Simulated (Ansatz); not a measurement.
We consider WCoPt (model structure, P3m1, No. 156, 3 atoms in the cell), described by PBE (plane waves, PAW; Ansatz, a program for electronic structure).

Numerical settings: plane-wave cutoff 520 eV, 24×24×10 k mesh (along the axes of the cell as run), Fermi–Dirac smearing 0.05 eV, spin-polarised with parallel moments, scalar-relativistic PAW data made under PBE.

Cell (relaxed at this level):

```
CoPtW
1.0
    2.74942     0.00000     0.00000
   -1.37471     2.38106     0.00000
    0.00000     0.00000     6.55586
Co Pt W
1 1 1
Direct
  0.00000   0.00000   0.99283
  0.33333   0.66667   0.32656
  0.66667   0.33333   0.68061
```
Starting moments (μB, in the order of the record's atoms Co Pt W): 1.9 0.3 0.0.

Q: Give the computed bulk modulus B0.

A: 
- bulk modulus B0: 240 GPa

The run finds no gap.

Note: the magnetic order was assumed, not searched for or taken from measurement; the bulk modulus is −V dP/dV from two relaxed cells at ±2 % in volume; the relaxation could raise the start's symmetry but not lower it, so the cell can be a saddle point.

Spin–orbit coupling is not included.

Static lattice: no zero-point or thermal effects.

Computing time: roughly 14 core-minutes.

A model structure was made by putting elements into a prototype or built by hand; it is no filed structure, need not be a known phase, and can be a saddle point held by its symmetry.
